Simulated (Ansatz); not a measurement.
# CdS: band gap against strain

CdS (wurtzite, P6_3mc, 26.037 Å³/atom at rest, c along z) under an equal strain ε along all three axes. PBE in Ansatz, a plane-wave DFT program (PAW, default set), 420 eV, 9×9×5 Γ-centred mesh, Fermi-Dirac smearing 0.05 eV; ions are relaxed within the symmetry of each cell. Gaps are the smallest over the k-mesh and a band path, without spin-orbit coupling; in all rows the valence edge lies at Γ and the conduction edge at Γ.

Here s stands for strain and Eg for gap.

| strain (%) | gap (eV) |
|---|---|
| 0.00 | 1.112 |
| 0.60 | 1.069 |
| 1.20 | 1.027 |
| 1.80 | 0.984 |
| 3.00 | ? |

Taking a straight line for Eg over the 4 complete rows: Means: s 0.90000, Eg 1.0480. About the means, the sum of products is -0.12780 and the sum of squares of s is 1.8000; the slope is their ratio. Least squares gives Eg = 1.1119 - 0.07100·s. Residuals (row less fit): 0.0001, -0.0003, 0.0003, -0.0001; standard error 0.0003 (degrees of freedom: 2). Over these rows the gap moves by -7.1 ± 0.02 eV per unit strain, or -2.4 eV per unit of ln V.

**Question.** Estimate the missing Eg (s = 3.00); what did the run itself give?

**Answer.** Eg = 1.1119 - 0.07100 × 3.0 = 0.8989 eV. The calculation gives 0.899 eV, which the fit meets to the printed digits. The row lies outside the fitted rows, so this is an extrapolation. The fitted rows scatter only by rounding.

Rows are the converged runs of the series near zero and its far end; series whose fitted rows scatter by over a few per cent of the range, as at a crossing or softening among them, aren't shown in this form. Most that stay on the fit to the last digits aren't either.
